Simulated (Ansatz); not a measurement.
Given:

```
CELL_PARAMETERS angstrom
      0.00000     3.04494     3.04494
      3.04494     0.00000     3.04494
      3.04494     3.04494     0.00000
ATOMIC_POSITIONS crystal
  Cd 0.00000 0.00000 0.00000
  Te 0.25000 0.25000 0.25000
```

No spin polarisation.

Method: r2SCAN/PAW in Ansatz (an electronic-structure program), no spin-orbit coupling. Settings: 9×9×9 k-points, 0.05 eV Fermi–Dirac smearing.

Problem. Predict the hole mass and electron mass.

Solution. 
- Hole mass (degenerate bands, along [100]): 0.12, 0.38, 0.38 mₑ (at Γ)
- Electron mass: 0.12 mₑ (at Γ)

With Te present, leaving out spin-orbit coupling can change the band edges. The levels and masses belong to the bands next to the band gap. Load acts through the strain it causes; cell and atoms are relaxed under it. Effective masses come from finite differences of ±0.01 Å⁻¹. Whether these cells are dynamically stable was not tested. Measured, CdTe leaves this structure (for cinnabar) near 3.53 GPa (temperature not stated; as listed in Datta, Sujoy, Jana, Debnarayan, arXiv (2020)), on rising pressure, with hysteresis. The cell was made from CdTe in the zinc blende structure (space group F-43m, No. 216) by this change: pressure 15 GPa.
